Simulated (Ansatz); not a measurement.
We consider Mn3BGe (model structure, started from the Mn3GaN type, Pm-3m, No. 221, 5 atoms in the cell), described by r²SCAN (plane waves, PAW; Ansatz, a program for electronic structure).

Run with plane-wave cutoff 560 eV, 14×14×14 k mesh, Fermi–Dirac smearing 0.05 eV, spin-polarised with parallel moments, scalar-relativistic PAW data made under PBE.

Cell (relaxed at this level):

```yaml
crystal:
  lattice:
    - [4.10407, 0.00000, 0.00000]
    - [0.00000, 4.10407, 0.00000]
    - [0.00000, 0.00000, 4.10407]
  atoms:
    - { symbol: Mn, position: [0.50000, 0.50000, 0.00000], spin: 5.0 }
    - { symbol: Mn, position: [0.00000, 0.50000, 0.50000], spin: 5.0 }
    - { symbol: Mn, position: [0.50000, 0.00000, 0.50000], spin: 5.0 }
    - { symbol: Ge, position: [0.00000, 0.00000, 0.00000] }
    - { symbol: B, position: [0.50000, 0.50000, 0.50000] }
```

Question: Estimate the bulk modulus B0 that the calculation returns.

Answer: 
- bulk modulus B0: 63.7 GPa

The run finds no gap.

Note: the magnetic order was assumed, not searched for or taken from measurement; the bulk modulus is −V dP/dV from two relaxed cells at ±2 % in volume; the relaxation could raise the start's symmetry but not lower it, so the cell can be a saddle point.

Spins in the cell block are starting values.

Cost on a shared machine: very roughly 5 core-minutes.

A model structure was made by putting elements into a prototype or built by hand; it is no filed structure, need not be a known phase, and can be a saddle point held by its symmetry.
